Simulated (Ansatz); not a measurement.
A computed series for SnO: pressure series

The reference is SnO in the litharge type structure (space group P4/nmm, No. 129; a = 3.8371 Å, c = 4.7586 Å; layered, stacked along the Cartesian z axis).

Cell and atoms are relaxed at each pressure.

Computed with PBE-D3(BJ) (Ansatz, an electronic-structure program, PAW, without spin-orbit coupling).

```
pressure (GPa)  volume per atom (Å³/atom)
--------------  -------------------------
-1                                 18.137
0                                  17.516
0.9                                17.092
2.1                                16.622
4.5                                     ?
9                                  14.977
15                                 14.157
22.5                               13.398
30                                 12.831
```

### Question
Fit the third-order Birch–Murnaghan form P(V) = (3B₀/2)[(V₀/V)^(7/3) − (V₀/V)^(5/3)]·[1 + (3/4)(B₀′ − 4)((V₀/V)^(2/3) − 1)] (squares taken in P) to the rows shown and predict the withheld row.

### Answer
Least squares on the printed values gives V₀ = 17.517 Å³/atom, B₀ = 33.9 GPa, B₀′ = 7.0; this predicts 15.923 Å³/atom, and the run gives 15.893 Å³/atom, 0.030 lower.

Load acts through the strain it causes; cell and atoms are relaxed under it. No phonon test of stability was made. Competing high-pressure phases were not computed. The final runs are not spin-polarised.
